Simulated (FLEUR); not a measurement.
Band structure of AlCr2C (P6_3/mmc, 8 atoms in the cell).

```yaml
crystal:
  lattice:
    - [2.82510, 0.00000, 0.00000]
    - [-1.41255, 2.44661, 0.00000]
    - [0.00000, 0.00000, 12.60137]
  atoms:
    - { symbol: Al, position: [0.66667, 0.33333, 0.25000] }
    - { symbol: Al, position: [0.33333, 0.66667, 0.75000] }
    - { symbol: Cr, position: [0.33333, 0.66667, 0.41494] }
    - { symbol: Cr, position: [0.66667, 0.33333, 0.58506] }
    - { symbol: Cr, position: [0.66667, 0.33333, 0.91494] }
    - { symbol: Cr, position: [0.33333, 0.66667, 0.08506] }
    - { symbol: C, position: [0.00000, 0.00000, 0.50000] }
    - { symbol: C, position: [0.00000, 0.00000, 0.00000] }
```

Computed with PBE, all-electron FLAPW (FLEUR), scalar-relativistic valence run with FLEUR.

Settings: Kmax = 4.8 1/bohr; GmaxXC = 14.4 1/bohr; xcFunctional = pbe; jspins = 1; l_soc = F; mode = hist; fermiSmearingEnergy = 0.00499791 Htr; mesh (inpgen div1-3) = 9 9 2; inpgen gamma flag = true; Gmax = 14.4 1/bohr; numbands = 0; maxIterBroyd = 99; imix = Anderson; alpha = 0.05.

The starting cell comes from a database of computed structures (which also holds hypothetical and non-ambient phases and stackings), without a prior relaxation at this level. Spin polarisation is off. Values depend on the basis (sphere radii, cutoffs, local orbitals), which need not be converged.

Levels in eV from the Fermi level, bands 31 to 38:
| point | 31 | 32 | 33 | 34 | 35 | 36 | 37 | 38 |
|---|---|---|---|---|---|---|---|---|
| Γ | -1.07 | -1.07 | -1.05 | -1.05 | -0.22 | -0.22 | -0.18 | -0.18 |
| M | -2.03 | -2.00 | 0.15 | 0.30 | 0.42 | 0.45 | 0.85 | 0.87 |
| K | -2.23 | -2.23 | -1.91 | -0.82 | 0.39 | 0.39 | 0.72 | 0.72 |
| A | -1.06 | -1.06 | -1.06 | -1.06 | -0.20 | -0.20 | -0.20 | -0.20 |
| L | -2.01 | -2.01 | 0.31 | 0.31 | 0.36 | 0.36 | 0.86 | 0.86 |
| H | -2.08 | -2.08 | -1.30 | -1.30 | 0.33 | 0.33 | 0.82 | 0.82 |
